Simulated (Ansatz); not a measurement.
**bcc V (1 1 1) on zinc-blende GaSb (1 1 1) (film strained to the substrate, faces as cut)**

A periodic stack without vacuum, bcc V (1 1 1) on zinc-blende GaSb (1 1 1) (film strained to the substrate, faces as cut): substrate slab Ga4Sb4, film V12, surface cells [[0, -1], [1, -1]] and [[1, -1], [1, 0]], film strained by +3.6 and +3.6 %, faces Ga/Sb and V/V as cut (like faces can put a slab off its formula).

The start was prepared with a machine-learned potential, and the result is one local minimum, with the in-plane cell held and forces under 0.04 eV/Å; the film can end far from its bulk form.

Level of theory: PBE (plane waves to 420 eV, PAW; Ansatz, a program for electronic structure). No spin–orbit coupling; the runs are not spin-polarised. Its k-point mesh 8×8×1, Fermi–Dirac width 0.05 eV.

The interface area is 16.7 Å², the period comes out as 23.63 Å and the gaps between the outermost planes at the two interfaces is 1.21 and 1.15 Å. The Ga–V contacts across the interfaces within 1.22 times the sum of covalent radii is 8, mean 2.85 Å and the Sb–V contacts across the interfaces within 1.22 times the sum of covalent radii is 8, mean 2.89 Å.

```yaml
crystal:
  lattice:
    - [4.38238, 0.00437, -0.31084]
    - [2.19598, 3.80464, -0.03258]
    - [-2.62493, -0.82297, 23.86372]
  atoms:
    - { symbol: Ga, position: [0.44070, 0.23441, 0.00397] }
    - { symbol: Ga, position: [0.95760, 0.56181, 0.17910] }
    - { symbol: Ga, position: [0.43656, 0.89922, 0.32984] }
    - { symbol: Ga, position: [0.92912, 0.22820, 0.48072] }
    - { symbol: Sb, position: [0.83612, 0.56799, 0.06531] }
    - { symbol: Sb, position: [0.32702, 0.89549, 0.21594] }
    - { symbol: Sb, position: [0.80695, 0.23281, 0.36766] }
    - { symbol: Sb, position: [0.31947, 0.56160, 0.53754] }
    - { symbol: V, position: [0.72819, 0.89577, 0.61445] }
    - { symbol: V, position: [0.03628, 0.22884, 0.58854] }
    - { symbol: V, position: [0.13294, 0.22947, 0.68765] }
    - { symbol: V, position: [0.43192, 0.56194, 0.65195] }
    - { symbol: V, position: [0.53160, 0.56403, 0.75511] }
    - { symbol: V, position: [0.83138, 0.89663, 0.72047] }
    - { symbol: V, position: [0.93269, 0.89846, 0.82440] }
    - { symbol: V, position: [0.23219, 0.23122, 0.78971] }
    - { symbol: V, position: [0.33484, 0.23246, 0.89500] }
    - { symbol: V, position: [0.63149, 0.56545, 0.85752] }
    - { symbol: V, position: [0.72694, 0.56613, 0.95514] }
    - { symbol: V, position: [0.03365, 0.89914, 0.92774] }
```
